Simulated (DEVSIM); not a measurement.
Structure: abrupt Si p-n junction, at 300 K.

Layer 1 from the left is Si, thickness (μm) 3.30, Na (cm⁻³) 3.9e17, τn (s) 9e-6, τp (s) 9e-6. Layer 2 from the left is Si, thickness (μm) 7.90, Nd (cm⁻³) 2.4e14, τn (s) 9e-6, τp (s) 9e-6.

Left contact: ohmic. Right contact: ohmic. Voltage is applied to the left contact. Recombination: SRH at mid-gap, radiative. Mobility is constant in doping.

This is a model device: material constants are rounded textbook-type values typed into the input, and sizes, dopings and lifetimes were drawn at random. Values at 300 K.

Si: gap (eV) 1.124, affinity (eV) 4.05, permittivity 11.7, Nc (cm⁻³) 2.86e19, Nv (cm⁻³) 3.1e19, μn (cm²/Vs) 1417, μp (cm²/Vs) 470, B (cm³/s) 4.7e-15.

Q: Estimate by hand the built-in potential, the peak field at zero bias, the capacitance at -3 V, and compare with a numerical solution.

A: 
- Built-in potential: ni = √(Nc Nv) exp(−Eg/2kT) = 1.08e10 cm⁻³ with Eg = 1.124 eV; Vbi = kT/q ln(Na Nd/ni²) = 0.709 V; numerical 0.709 V.
- Peak field at zero bias: depletion approximation: W = √(2εVbi/(qN)) = 1.95 μm with N = 2.40e14 cm⁻³; field = 2Vbi/W = 7250 V/cm; numerical 34400 V/cm (estimate below by 79 %).
- Capacitance at -3 V: C = √(qεN / 2(Vbi + |V|)) = 2.32 nF/cm²; numerical 2.35 nF/cm² (estimate below by 1.4 %).

DEVSIM, 1D drift-diffusion, Boltzmann statistics, complete ionisation; no tunnelling, impact ionisation, image-force lowering or self-heating.
